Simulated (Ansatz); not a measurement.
The reference is ZnAu in the CsCl type structure (space group Pm-3m, No. 221; a = 3.129 Å; relaxed with 0.1 eV smearing). Axes: x, y, z lie along the cube axes.

Calculations: PBEsol, PAW, 420 eV (Ansatz, a program for electronic structure; no SOC).

Before the change:

```
Property   Result
--------  -------
Pressure  0.0 GPa
```

It is then changed as follows: biaxial strain −2.50 %, plane normal [111], relaxed out of plane (Cartesian); in-plane vectors clamped, the third vector and the atoms free.

Predict the new pressure.

The pressure (mean of the normal stresses, compression positive) goes from zero to 3.8 GPa.

What happens to the out-of-plane strain?

The out-of-plane strain amounts to +2.93 %.

What happens to the energy relative to the base?

The energy increases by 14 meV/atom.

Whether these cells are dynamically stable was not tested.
